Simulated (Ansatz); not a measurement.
Band structure of FeGe (P2_13, 8 atoms in the cell).

```yaml
crystal:
  lattice:
    - [4.72194, 0.00000, 0.00000]
    - [0.00000, 4.72194, 0.00000]
    - [0.00000, 0.00000, 4.72194]
  atoms:
    - { symbol: Fe, position: [0.13476, 0.13476, 0.13476], spin: 4.0 }
    - { symbol: Fe, position: [0.36524, 0.86524, 0.63476], spin: 4.0 }
    - { symbol: Fe, position: [0.63476, 0.36524, 0.86524], spin: 4.0 }
    - { symbol: Fe, position: [0.86524, 0.63476, 0.36524], spin: 4.0 }
    - { symbol: Ge, position: [0.84497, 0.84497, 0.84497] }
    - { symbol: Ge, position: [0.65503, 0.15503, 0.34497] }
    - { symbol: Ge, position: [0.34497, 0.65503, 0.15503] }
    - { symbol: Ge, position: [0.15503, 0.34497, 0.65503] }
```
(The spins are starting values, not results.)

Method of the run: PBE (plane waves, PAW; Ansatz, a program for electronic structure).

Settings: kpoints.mp_grid.grid = 3 3 3; hamiltonian.xc = pbe; hamiltonian.pseudopotentials = {kind: paw} (the program's default PAW files); magnetization.spin_polarized = true; scf.occupations.method = fermi_dirac; scf.occupations.width = 0.1 eV; kpoints.band_path.npoints = 8.

The starting cell comes from a database of computed structures (which also holds hypothetical and non-ambient phases and stackings), without a prior relaxation at this level. Its lattice was rescaled by a random factor within 2.5 % of one. The magnetic order is the one reached from the typed start; others were not searched systematically.

Levels in eV from the Fermi level, bands 59 to 66 of the first spin channel:
| point | 59 | 60 | 61 | 62 | 63 | 64 | 65 | 66 |
|---|---|---|---|---|---|---|---|---|
| Γ | -0.91 | -0.91 | -0.42 | -0.42 | -0.42 | 1.59 | 1.59 | 1.59 |
| X | -0.83 | -0.83 | -0.66 | -0.66 | 0.69 | 0.69 | 0.75 | 0.75 |
| M | -1.10 | -1.10 | -0.21 | -0.21 | 0.06 | 0.06 | 1.28 | 1.28 |
| R | -1.15 | -1.15 | -0.50 | -0.50 | -0.50 | -0.50 | 4.09 | 4.09 |

Bands cross the Fermi level along this path, so the cell is metallic at this level.

The net moment of the cell came out as 4.54 μB.

Keys are those of Ansatz 0.2.
